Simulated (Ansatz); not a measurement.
**TiC, response to strain**

Consider TiC in the rock salt structure (space group Fm-3m, No. 225; a = 4.328 Å; relaxed with 0.1 eV smearing). Axes: x, y, z lie along the cube axes.

Strains are applied to the cell and any free atomic positions relax; under biaxial strain the out-of-plane vector relaxes too.

Level of theory: r2SCAN (Ansatz, a quantum-chemistry and plane-wave program, PAW, without spin-orbit coupling).

Notes on the quantities. in-plane stress: mean in-plane stress (compression positive).

| variant | out-of-plane strain | in-plane stress |
|---|---|---|
| biaxial strain +0.42 %, plane normal [111], relaxed out of plane | -0.22 % | … |
| biaxial strain +0.83 %, plane normal [111], relaxed out of plane | -0.44 % | … |
| biaxial strain +1.25 %, plane normal [111], relaxed out of plane | -0.66 % | -6.9 GPa |
| biaxial strain +1.67 %, plane normal [111], relaxed out of plane | -0.89 % | -9.1 GPa |
| biaxial strain +2.08 %, plane normal [111], relaxed out of plane | -1.10 % | … |
| biaxial strain +2.50 %, plane normal [111], relaxed out of plane | -1.33 % | -13.2 GPa |

Complete the table.


- biaxial strain +0.42 %, plane normal [111], relaxed out of plane, in-plane stress: -2.4 GPa
- biaxial strain +0.83 %, plane normal [111], relaxed out of plane, in-plane stress: -4.7 GPa
- biaxial strain +2.08 %, plane normal [111], relaxed out of plane, in-plane stress: -11.1 GPa

Whether these cells are dynamically stable was not tested. All final runs are without spin polarisation.
